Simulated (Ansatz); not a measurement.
Start from KCl in the rock salt structure (space group Fm-3m, No. 225; a = 6.381 Å).

Structures relaxed with plane-wave PAW DFT at the PBE level (Ansatz, a first-principles code, 420 eV), no spin-orbit coupling.

Base:

Simulated powder pattern, Cu Kα1, λ = 1.54056 Å (kinematic, ideal powder, no thermal factors, no anomalous dispersion; the 8 strongest lines at most, above 2 %, up to 2θ = 90°):

| 2θ (°) | I/Imax (%) | hkl |
|---|---|---|
| 27.94 | 100 | (200) |
| 39.93 | 68 | (220) |
| 49.44 | 22 | (222) |
| 57.74 | 9.9 | (400) |
| 65.35 | 26 | (420) |
| 72.51 | 19 | (422) |
| 86.13 | 6.1 | (440) |

Modification: cell and atoms relaxed at a pressure of 0.7 GPa.

### Question
Predict the new powder pattern.

### Answer

Simulated powder pattern, Cu Kα1, λ = 1.54056 Å (kinematic, ideal powder, no thermal factors, no anomalous dispersion; the 8 strongest lines at most, above 2 %, up to 2θ = 90°):

```csv
2θ (°),d (Å),I/Imax (%),hkl
28.32,3.149,100,(200)
40.48,2.227,68,(220)
50.13,1.818,22,(222)
58.58,1.575,9.8,(400)
66.32,1.408,26,(420)
73.62,1.286,19,(422)
87.56,1.113,6.2,(440)
```

The indices refer to the base's conventional cell; one index is shown for lines that coincide.

Load acts through the strain it causes; cell and atoms are relaxed under it. Whether these cells are dynamically stable was not tested.
